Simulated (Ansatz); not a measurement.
**ZnGeP2 in the chalcopyrite structure (space group I-42d, No. 122)**

```
ZnGeP2
1.0
   -2.68698     2.68698     5.31275
    2.68698    -2.68698     5.31275
    2.68698     2.68698    -5.31275
Zn Ge P
2 2 4
Direct
  0.00000   0.00000   0.00000
  0.75000   0.25000   0.50000
  0.50000   0.50000   0.00000
  0.25000   0.75000   0.50000
  0.87500   0.87461   0.49961
  0.12539   0.62500   0.00039
  0.37500   0.37539   0.50039
  0.62461   0.12500   0.99961
```

The values are results of LDA in Ansatz (plane waves to 420 eV, PAW, scalar-relativistic without spin-orbit coupling), not measurements. Γ-centred 9×9×9 mesh, Fermi–Dirac width 0.05 eV.

```json
{
 "volume_per_atom": "19.18 Å³",
 "density": "4.33 g/cm³",
 "band_gap": "1.00 eV, indirect, Γ → M–S (33 % along)",
 "hole_mass": "0.099 mₑ along c, 0.32 mₑ across",
 "total_energy": "-2228.691 eV/atom (σ→0; compares only within this code and set-up)"
}
```

Effective masses come from finite differences of ±0.01 Å⁻¹. No phonon test of stability was made.

Ansatz is a quantum-chemistry and plane-wave program.
